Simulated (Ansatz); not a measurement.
Input and output of a self-consistent single point for a (110) slab of Sn (cut from a parent of space group no. 229; 4 atoms in the cell) (Ansatz, a first-principles code).

Method: LDA (PW92), default PAW files made with PBE (plane waves; Ansatz).

```
Sn
1.0
    3.27178     0.00000     0.00000
   -4.36238     3.08467     0.00000
    0.00000     0.00000    22.01419
Sn
4
Direct
  0.00000   0.25000   0.31798
  0.00000   0.75000   0.43933
  0.00000   0.25000   0.56067
  0.00000   0.75000   0.68202
```

Reference input (self-consistent single point, DFT, LDA (PW92), plane waves, default PAW files made with PBE): basis.ecutwfc = 30.9 Ry; kpoints.mp_grid.grid = 10 10 1; hamiltonian.xc = lda; hamiltonian.pseudopotentials = {kind: paw} (the program's default PAW files); scf.occupations.method = gaussian; scf.occupations.width = 0.0073 Ry. This run's input differs from it in these lines:

Ansatz 0.2 input:
```diff
@@ -14,3 +14,3 @@
   mp_grid:
-    grid: [10, 10, 1]
+    grid: [38, 38, 1]
 hamiltonian:
```

Output (repeated stretches shortened):

```
SCF iter   1: F=—  HF=-23517.256301 eV  |F-HF|=—  |Δ(HF+E_count)|=         —  Δρ=4.87e-3  dr2=3.42e-2  ethr=1.77e-3  ⟨swp⟩=7.9  Hψ=60627  notcnv=0
all-band conjugate gradients solve this SCF's bands
preconditioner: auto → LDOS
SCF iter   2: F=—  HF=-23517.249244 eV  |F-HF|=—  |Δ(HF+E_count)|=   7.06e-3  Δρ=2.10e-3  dr2=8.34e-3  ethr=6.10e-5  ⟨swp⟩=2.0  Hψ=28438  notcnv=0  defer=520
SCF iter   3: F=—  HF=-23517.244457 eV  |F-HF|=—  |Δ(HF+E_count)|=   4.79e-3  Δρ=5.63e-4  dr2=6.18e-4  ethr=1.49e-5  ⟨swp⟩=2.0  Hψ=23286  notcnv=0  defer=520
SCF iter   4: F=—  HF=-23517.244307 eV  |F-HF|=—  |Δ(HF+E_count)|=   1.50e-4  Δρ=1.35e-4  dr2=4.53e-5  ethr=1.10e-6  ⟨swp⟩=2.0  Hψ=23138  notcnv=0  defer=520
SCF iter   5: F=—  HF=-23517.244305 eV  |F-HF|=—  |Δ(HF+E_count)|=   1.80e-6  Δρ=3.35e-5  dr2=2.95e-6  ethr=8.09e-8  ⟨swp⟩=2.0  Hψ=23287  notcnv=0  defer=500
SCF iter   6: F=-23517.244305 eV  HF=-23517.244305 eV  |F-HF|=6.10e-9  |Δ(HF+E_count)|=   1.86e-7  Δρ=6.24e-6  dr2=9.47e-8  ethr=1.79e-10  ⟨swp⟩=9.2  Hψ=74015  notcnv=0
SCF 1 converged in 6 iterations: F = -23517.244305 eV  dr2 = 9.47e-8
Free energy (F): -23517.244305 eV
Internal energy: -23517.232175 eV  (E = F + TS)
E sigma→0 (E₀):  -23517.238240 eV
Entropy (-TS):   -0.012130 eV (-3.032 meV/atom)
Fermi energy:    2.966881 eV
--- Forces (eV/Å), atoms counted from 1 ---
  atom   1  Sn     0.00000000    -0.00000000     0.38123755
  atom   2  Sn     0.00000000    -0.00000000    -0.31042453
  atom   3  Sn     0.00000000    -0.00000000     0.31042453
  atom   4  Sn     0.00000000     0.00000000    -0.38123755
--- Stress (GPa, compression-positive) ---
       -2.373335      -0.059208       0.000000
       -0.059208      -2.415201       0.000000
        0.000000       0.000000      -1.605590
  P = ⅓ Tr σ = -2.1314 GPa (-21.314 kbar)
  The stress holds the Pulay correction. Without it, at fixed plane waves, as pw.x and ABINIT print it: P = -2.1434 GPa
```

The run converged in 6 iterations. Against the reference run the free energy goes down by 2.2 meV/atom and the largest force goes from 0.338 to 0.381 eV/Å.

The starting cell comes from a database of computed structures (which also holds hypothetical and non-ambient phases and stackings), without a prior relaxation at this level. The slab is cut from that crystal, and its faces are unrelaxed. Its lattice was rescaled by up to half a per cent.

Cost on one core of a shared machine: roughly 2 min.
